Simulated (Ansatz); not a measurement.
The starting structures come from a database of crystals and need not be the phases stable at ambient conditions.

By PBEsol, the system below comes out a metal.

Without scattering a metal conducts by its projected Fermi surface.

Here is the system:

```
Ca
1.0
    3.48866     0.00000     0.00000
    0.00000     3.48866     0.00000
    0.00000     0.00000     3.48866
Ca
1
Direct
  0.00000   0.00000   0.00000
```

The cell is taken as given.

The current flows along the normal of the first two printed cell vectors, the (001) plane of the conventional cell. No spin-orbit coupling; the value is a mean over 0.1 eV about the Fermi level.

Problem. Give the ballistic conductance per area that PBEsol run with Ansatz (a first-principles code) yields.

Solution. 0.42 × 10¹⁵ S/m² for both spins.
